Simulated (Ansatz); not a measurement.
## PbTe, response to strain

The reference is PbTe in the rock salt structure (space group Fm-3m, No. 225; a = 6.534 Å). Axes: x, y, z lie along the cube axes.

Strains are applied to the cell and any free atomic positions relax; under biaxial strain the out-of-plane vector relaxes too.

Computed with Ansatz (a first-principles code), r2SCAN, PAW, cutoff 500 eV, without spin-orbit coupling.

Candidates:
(a) biaxial strain −2.50 %, plane normal [111], relaxed out of plane
(b) biaxial strain −0.83 %, plane normal [111], relaxed out of plane
(c) biaxial strain −1.25 %, plane normal [111], relaxed out of plane

For the base:

The smallest direct gap is 1.09 eV.

Task: Order them by smallest direct gap, highest first.

Result: (b) biaxial strain −0.83 %, plane normal [111], relaxed out of plane (1.06 eV), (c) biaxial strain −1.25 %, plane normal [111], relaxed out of plane (1.03 eV), (a) biaxial strain −2.50 %, plane normal [111], relaxed out of plane (0.92 eV)

With Pb and Te present, leaving out spin-orbit coupling can change the band edges. Stability against distortions was not tested.
